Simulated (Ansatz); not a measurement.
Base system: InAs in the zinc blende structure (space group F-43m, No. 216; a = 6.187 Å).

(Cell as relaxed with PBE.)

Levels (all Ansatz, a program for electronic structure, PAW, earlier PAW set): PBE (420 eV, spin-orbit coupling left out); r2SCAN (500 eV, no spin-orbit coupling).

Each level relaxes its own structure.

```
base                      PBE    r2SCAN
-------------------  --------  --------
volume per atom      29.60 Å³  28.49 Å³
lattice parameter a   6.187 Å   6.108 Å
band gap                 zero   0.08 eV
```

Now apply this change: a negative pressure, −1 GPa.

```tsv
quantity	PBE	r2SCAN
lattice parameter a	6.232 Å	6.147 Å
band gap	zero	zero
```

PBE's lattice parameter a lies 0.0859 Å above r2SCAN's (1.4 %); the two agree on the band gap. Neither level is exact; r2SCAN is the comparison here, not a measurement.

A case with no gap was solved on a k-mesh chosen for an insulator, which is coarse for it. Load acts through the strain it causes; cell and atoms are relaxed under it. No phonon test of stability was made. All final runs are without spin polarisation. The zero or small gap of InAs can change with the level of theory.
